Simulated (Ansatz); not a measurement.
Problem. Name crystals whose electron conductivity mass lies between 0.42 and 0.66 mₑ and whose band gap lies between 3.7 and 5.8 eV, by Ansatz (a first-principles code) with PBEsol, rigid bands.

Solution. Many crystals can fit; among those computed here:
- Li$_{2}$O (Fm-3m): 0.52 mₑ, 4.88 eV
- SiO$_{2}$ (P3_221): 0.51 mₑ, 5.72 eV
- Si3N4 (P6_3/m): 0.50 mₑ, 4.19 eV
- RbCl (Fm-3m): 0.43 mₑ, 4.90 eV
- BaZnF₄ (Cmc2_1): 0.53 mₑ, 4.61 eV

Masses are for dilute carriers at 300 K, harmonic means over directions unless an axis is named. Spin-orbit coupling is left out.

Formula and space group known from diffraction (Crystallography Open Database), not checked to be the room-temperature form: BaZnF4 (Cmc2_1).
